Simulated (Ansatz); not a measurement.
The parent structure is BaTiO3 (space group P4mm, No. 99; a = 3.972 Å, c = 4.113 Å).

Computed with r2SCAN in Ansatz (plane waves to 500 eV, PAW, no spin-orbit coupling).

One change was made to it. Results:

```
quantity             base        after
---------------  --------  -----------
volume per atom  12.98 Å³     10.00 Å³
gap character           –  direct at Γ
```

Problem. Which change produced these results?
A) pressure 3 GPa
B) pressure 7 GPa
C) pressure −2 GPa
D) pressure −1 GPa
E) pressure 75 GPa

Solution. E, pressure 75 GPa. For comparison, the gap character in the other runs: pressure −2 GPa gives indirect, A → Γ; pressure −1 GPa gives indirect, A → Γ; pressure 7 GPa gives indirect, A → Γ; pressure 3 GPa gives indirect, A → Γ.

Load acts through the strain it causes; cell and atoms are relaxed under it. No phonon test of stability was made. Competing high-pressure phases were not computed. All final runs are without spin polarisation. Along this pressure series the structure jumps between pressure 7 GPa and pressure 15 GPa; cells beyond that are another form of it. k-point labels follow each cell's own Brillouin zone.

Ansatz is an electronic-structure program.
